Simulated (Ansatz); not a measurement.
Base system: BeSe in the zinc blende structure (space group F-43m, No. 216).

```
BeSe
1.0
    0.00000     2.54081     2.54081
    2.54081     0.00000     2.54081
    2.54081     2.54081     0.00000
Be Se
1 1
Direct
  0.00000   0.00000   0.00000
  0.25000   0.25000   0.25000
```

Cartesian axes are those of the cell as printed.

Level of theory: plane-wave PAW DFT at the LDA level (Ansatz, a program for electronic structure, 420 eV), spin-orbit coupling left out.

One thing is altered: the cell is compressed by 0.50 % along z with no lateral relaxation; the atoms relax in the strained cell.

Problem. Predict the stress tensor and what it implies for the stiffness.

Solution. Stress of the strained cell less that of the base (GPa, compression positive):
```
   0.29    0.00    0.00
   0.00    0.29    0.00
   0.00    0.00    0.70
```

Then −Δσ_ii/ε with ε = -0.0050 gives relaxed-ion elastic constants: C33 ≈ 139 GPa, C13 ≈ 58 GPa and C23 ≈ 58 GPa.

Stability against distortions was not tested.
